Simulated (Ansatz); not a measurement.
Structures of equal composition on the (0001) surface of 4H silicon carbide (Si plane on top): (√3x√3)R30° Al adatom at H3; (√3x√3)R30° Al adatom at T4. The slabs share one bottom face, and each structure is named by its start. These are constructed structures in small cells; real faces may alloy, dewet or reconstruct in larger ones, and not all known structures of the face are among them. Slabs of about 10 Å with all that they carry, Fermi-Dirac smearing of 0.025 eV. Bottom of the slabs: H caps. Relaxed from the named starts with such symmetry as they have, on meshes of like density; energies extrapolated to zero smearing; no spin-orbit coupling, no U. Spin-polarised runs, if any, are marked in brackets, and their order is one that fits the cell; the others ran without spin. Where a second, spin-polarised start was run, the lower counts.

Host crystal: 4H silicon carbide, with a band gap (PBE, scalar-relativistic without spin-orbit coupling).

Method: PBE (plane waves to 420 eV, PAW; Ansatz, a quantum-chemistry and plane-wave program).

Rank these by energy per 1x1 cell (lowest first), as PBE gives it.

(√3x√3)R30° Al adatom at T4 (0.000 eV, gap 1.80 eV on the mesh), (√3x√3)R30° Al adatom at H3 (0.206 eV, gap 1.33 eV on the mesh)
